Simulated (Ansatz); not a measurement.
Input and output of a relaxation of cell and atoms for CsMg₆Ti (P4/mmm, 8 atoms in the cell) (Ansatz, a first-principles code).

Level of theory: PBEsol, PAW files made with PBE (plane waves; Ansatz).

```xyz
8
Lattice="8.0034 0.0000 0.0000 0.0000 8.0034 0.0000 0.0000 0.0000 3.4281" Properties=species:S:1:pos:R:3 pbc="T T T"
Cs     4.0017     4.0017     1.7140
Mg     0.0000     4.0017     1.7140
Mg     4.0017     0.0000     1.7140
Mg     6.3402     1.6632     0.0000
Mg     1.6632     6.3402     0.0000
Mg     6.3402     6.3402     0.0000
Mg     1.6632     1.6632     0.0000
Ti     0.0000     0.0000     1.7140
```
Moments meant for the start (each program seeds them in its own way; μB, in the order of the atoms Cs Mg Mg Mg Mg Mg Mg Ti): 0.0 0.0 0.0 0.0 0.0 0.0 0.0 1.0.

Reference input (self-consistent single point, DFT, PBEsol, plane waves, PAW files made with PBE): basis.ecutwfc = 420 eV; kpoints.mp_grid.grid = 3 3 7; hamiltonian.xc = pbesol; hamiltonian.pseudopotentials = {kind: paw} (the program's default PAW files); magnetization.spin_polarized = true; scf.occupations.method = gaussian; scf.occupations.width = 0.05 eV. This run's input differs from it in these lines:

Ansatz 0.2 input:
```diff
@@ -16,3 +16,3 @@
 basis:
-  ecutwfc: 420.0 eV
+  ecutwfc: 250.0 eV
 kpoints:
@@ -31,2 +31,4 @@
     width: 0.05 eV
+relax:
+  cell: {}
 output:
```

Output, abridged:

```
   [... SCF lines of the steps left out ...]
relax step   1: F+E_penalty+E_count = -19527.49300976 eV  Δ(F+E_penalty+E_count) = +0.000e0 eV  max|allowed force component| = 1.183e-2 eV/Å  Δτ_max = 0.0000 Å  P = -0.932 GPa  Ω = 219.585 Å³  (14 SCF iters, dr2 threshold 1.00e-7 eV, accepted)
relax step   2: F+E_penalty+E_count = -19527.86728100 eV  Δ(F+E_penalty+E_count) = -3.743e-1 eV  max|allowed force component| = 1.832e-2 eV/Å  Δτ_max = 0.0047 Å  P = +1.289 GPa  Ω = 214.437 Å³  energy of the carried Pulay correction = +3.800e-1 eV  [...]
   [... lines left out ...]
relax step  15: F+E_penalty+E_count = -19527.52775096 eV  Δ(F+E_penalty+E_count) = -1.703e-2 eV  max|allowed force component| = 8.444e-5 eV/Å  Δτ_max = 0.0000 Å  P = -0.003 GPa  Ω = 211.383 Å³  energy of the carried Pulay correction = +1.698e-2 eV  [...]
relax step  16: F+E_penalty+E_count = -19527.50681163 eV  Δ(F+E_penalty+E_count) = +2.094e-2 eV  max|allowed force component| = 1.475e-4 eV/Å  Δτ_max = 0.0000 Å  P = -0.028 GPa  Ω = 211.383 Å³  stress off target by 4.07e-2 GPa  SCF on the basis [...]
basis re-selected at this cell: Δ(F+E_penalty+E_count) = +2.094e-2 eV, ΔP = -0.025 GPa vs the last step
the relaxation is at rest under the 16 symmetry operations that the run kept from its start: a minimum is not shown …
the relaxation's final electronic state is not compared with the one that a single-point calculation of its input finds at the relaxed geometry …
Magnetization: 2.3888 μB (41.6944 up, 39.3056 down)
   [... lines left out ...]
Absolute magnetization: 2.4076 μB (∫|ρ↑−ρ↓|, with the PAW one-centre terms)
Free energy (F): -19527.506812 eV
Fermi energy:    6.117760 eV
  cell:  # Å, volume = 211.3826 Å³
   [... lines left out ...]
    - { symbol: Mg, position: [0.7904594969316108, 0.2095405030683893, 0.0] }
    - { symbol: Mg, position: [0.2095405030683893, 0.7904594969316108, 0.0] }
    - { symbol: Mg, position: [0.7904594969316108, 0.7904594969316108, 0.0] }
    - { symbol: Mg, position: [0.2095405030683893, 0.2095405030683893, 0.0] }
    - { symbol: Ti, position: [1.3546702074176941e-20, 6.773351037088457e-21, 0.49999999999999994] }
```

The run converged.  The full log also holds: “iter 8 did not close the SCF: its close was put off for a magnetic moment that had not settled (scf_convergence_deferred on its scf_iter line)”.

Summary of the result:
```
Quantity                                                                                                             Value
-----------------------------------------------  -------------------------------------------------------------------------
Free energy E − TS (on the zero of these files)                                                             -19527.5068 eV
Fermi level (on the code's own zero)                                                                               6.12 eV
Pressure                                                                                                         -0.03 GPa
Size of the cell's spin moment                                                                                     2.39 μB
Final cell                                       a = 7.915 Å, b = 7.915 Å, c = 3.374 Å, α = 90.00°, β = 90.00°, γ = 90.00°
Final volume per atom                                                                                             26.42 Å³
Relaxation steps                                                                                                        16
```

The starting cell comes from a database of computed structures (which also holds hypothetical and non-ambient phases and stackings), without a prior relaxation at this level. With one magnetic atom in the cell only a parallel order is possible. The relaxation keeps the symmetry of its start, so its end need not be a minimum. Ansatz's pressure includes its estimate of the finite-basis (Pulay) stress. Without the estimate this run gives -12.20 GPa. The cutoff lies below the one recommended for these files.

Cost on one core of a shared machine: roughly 90 s.
